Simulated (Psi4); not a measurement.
Psi4 1.11, PBE0/def2-svpd: Mg(F)(fmdH) ([F][Mg]1[NH]C=[NH]->1), 8 atoms. The geometry is a generated start, not checked to be a minimum at this level.

| Item | Value |
|---|---|
| task | energy |
| method | pbe0 |
| basis | def2-svpd |
| memory | 3 GB |
| maxiter | 100 |
| keys of the molecule block | symmetry c1 |
| scf_type | df (default) |
| e_convergence | 1e-06 (default) |
| d_convergence | 1e-06 (default) |
| dft_radial_points | 75 (default) |
| dft_spherical_points | 302 (default) |
| basis functions | 128 |
| grid points | 173514 |

```xyz
8

Mg    -0.3735     0.9942    -0.9569
F     -0.8229     2.1643    -2.1013
C      0.2209    -0.5831     0.5647
N      0.2267    -0.8535    -0.7049
N     -0.1322     0.6058     0.9484
H      0.5088    -1.3443     1.2997
H      0.5006    -1.7825    -0.9877
H     -0.1283     0.7990     1.9381
```

With the defaults (diis = true, scf_initial_accelerator = adiis, damping_percentage = 0, guess = auto, which took SAD, diis_max_vecs = 10, level_shift = 0, level_shift_cutoff = 0.01, soscf = false, soscf_start_convergence = 0.01) it converges in 8 SCF iterations. One run each on 2 threads, with these changes:
- diis_max_vecs = 6
- guess = sap
- diis = false, scf_initial_accelerator = none, damping_percentage = 60
- soscf = true, soscf_start_convergence = 0.1
- level_shift = 0.1, level_shift_cutoff = 0.001
- scf_initial_accelerator = ediis
- diis_max_vecs = 3
- soscf = true, soscf_start_convergence = 0.001
- guess = modhuckel

Which runs fail or end elsewhere than the default run?

No convergence: diis = false, scf_initial_accelerator = none, damping_percentage = 60 (the run ends without SCF convergence in 100 iterations). The rest reach the solution of the defaults.

| setting | SCF iterations | JK calls | end |
|---|---|---|---|
| soscf = true, soscf_start_convergence = 0.1 | 6 | 22 | same solution |
| soscf = true, soscf_start_convergence = 0.001 | 7 | 18 | same solution |
| the defaults | 8 | 9 | same solution |
| diis_max_vecs = 6 | 8 | 9 | same solution |
| level_shift = 0.1, level_shift_cutoff = 0.001 | 8 | 9 | same solution |
| scf_initial_accelerator = ediis | 8 | 9 | same solution |
| diis_max_vecs = 3 | 10 | 11 | same solution |
| guess = modhuckel | 10 | 39 | same solution |
| guess = sap | 12 | 12 | same solution |
| diis = false, scf_initial_accelerator = none, damping_percentage = 60 | 100 | 101 | no convergence |

An SOSCF iteration holds several JK calls; a Hückel guess adds calls on atoms.
